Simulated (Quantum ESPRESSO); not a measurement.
A self-consistent single point of SrGe2Rh2 (I4/mmm, 5 atoms in the cell) with Quantum ESPRESSO.

Method of the run: LDA (PZ), GBRV 1.5 ultrasoft (LDA) pseudopotentials (plane waves; Quantum ESPRESSO 7.5).

```xyz
5
Lattice="2.0992 -2.0992 5.4202 2.0992 2.0992 5.4202 -2.0992 -2.0992 5.4202" Properties=species:S:1:pos:R:3 pbc="T T T"
Sr     0.0000     0.0000     0.0000
Ge     0.0000     0.0000     6.8692
Ge     0.0000     0.0000     3.9712
Rh     0.0000     2.0992     2.7101
Rh    -2.0992     0.0000     2.7101
```

Reference input (self-consistent single point, DFT, PBEsol, plane waves, GBRV 1.5 ultrasoft (PBESOL) pseudopotentials): ecutwfc = 50 Ry; ecutrho = 400 Ry; occupations = smearing; smearing = gaussian; degauss = 0.0036749 Ry; K_POINTS = automatic 7 7 7 0 0 0; conv_thr = 1e-10 Ry. This run's input differs from it in these lines:

```diff
@@ -24,5 +24,5 @@
 ATOMIC_SPECIES
-Sr    87.6200  sr_pbesol_v1.uspp.F.UPF
-Ge    72.6300  ge_pbesol_v1.4.uspp.F.UPF
-Rh   102.9055  rh_pbesol_v1.4.uspp.F.UPF
+Sr    87.6200  sr_lda_v1.uspp.F.UPF
+Ge    72.6300  ge_lda_v1.4.uspp.F.UPF
+Rh   102.9055  rh_lda_v1.4.uspp.F.UPF
 ATOMIC_POSITIONS crystal
```

The program printed (abridged):

```
     Self-consistent Calculation

     iteration #  1     ecut=    50.00 Ry     beta= 0.70

     Threshold (ethr) on eigenvalues was too large:
     Diagonalizing with lowered threshold

     negative rho (up, down):  1.708E-01 0.000E+00

     total energy              =    -839.18223037 Ry
     estimated scf accuracy    <       0.57287053 Ry

     iteration #  2     ecut=    50.00 Ry     beta= 0.70

     negative rho (up, down):  1.713E-01 0.000E+00

     total energy              =    -839.28583568 Ry
     estimated scf accuracy    <       0.23723508 Ry

     iteration #  3     ecut=    50.00 Ry     beta= 0.70

     negative rho (up, down):  1.724E-01 0.000E+00

     total energy              =    -839.31251832 Ry
     estimated scf accuracy    <       0.42653962 Ry

   [... 5 blocks of this kind left out ...]

     iteration #  9     ecut=    50.00 Ry     beta= 0.70

     negative rho (up, down):  1.730E-01 0.000E+00

     total energy              =    -839.37066729 Ry
     estimated scf accuracy    <          2.2E-10 Ry

     iteration # 10     ecut=    50.00 Ry     beta= 0.70

     negative rho (up, down):  1.730E-01 0.000E+00
     End of self-consistent calculation

     the Fermi energy is    13.2145 ev

!    total energy              =    -839.37066729 Ry
     estimated scf accuracy    <          6.8E-12 Ry
     smearing contrib. (-TS)   =      -0.00019953 Ry
     internal energy E=F+TS    =    -839.37046775 Ry

     convergence has been achieved in  10 iterations

     negative rho (up, down):  1.730E-01 0.000E+00

     Forces acting on atoms (cartesian axes, Ry/au):

     atom    1 type  1   force =    -0.00000000    0.00000000    0.00000000
     atom    2 type  2   force =    -0.00000000   -0.00000000    0.00582113
     atom    3 type  2   force =     0.00000000   -0.00000000   -0.00582113
     atom    4 type  3   force =     0.00000000    0.00000000    0.00000000
     atom    5 type  3   force =    -0.00000000    0.00000000    0.00000000

     Total force =     0.008232     Total SCF correction =     0.000003

     negative rho (up, down):  1.730E-01 0.000E+00
          total   stress  (Ry/bohr**3)                   (kbar)     P=      -56.66
  -0.00040562   0.00000000   0.00000000          -59.67        0.00        0.00
   0.00000000  -0.00040562  -0.00000000            0.00      -59.67       -0.00
   0.00000000   0.00000000  -0.00034421            0.00        0.00      -50.64

   JOB DONE.
```

The run converged in 10 iterations. Against the reference run the pressure goes from -2.48 to -5.67 GPa and the largest force goes from 0.060 to 0.150 eV/Å.

The starting cell comes from a database of computed structures (which also holds hypothetical and non-ambient phases and stackings), without a prior relaxation at this level. Spin polarisation is off. With a pressure of about -6 GPa the cell is away from its equilibrium volume at this level.

Cost on one core of a shared machine: roughly 3 min.
